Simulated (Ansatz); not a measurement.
We consider AlCl3 (C2/m, No. 12), described by PBEsol-D3(BJ) (Ansatz, a quantum-chemistry and plane-wave program, PAW).

Settings: plane-wave cutoff 520 eV, 8×8×6 k mesh (along the axes of the cell as run), Fermi–Dirac smearing 0.01 eV, scalar-relativistic PAW data made under PBE.

The cell is scaled about its equilibrium volume:

Shape and atoms are relaxed at each volume.

```tsv
V (Å³/atom)	P (GPa)	direct gap at Γ (eV)	smallest gap on the k mesh (eV)
20.349	0.98	5.513	4.879
20.773	0.44	5.511	4.939
21.197	0.00	5.517	4.996
21.621	-0.36	5.526	5.052
22.045	-0.63	5.519	5.105
```

The fundamental gap (5.00 eV at the equilibrium volume, with added k points) lies elsewhere than Γ–Γ.

Note: the bulk modulus comes from volumes at which shape and atoms were relaxed.
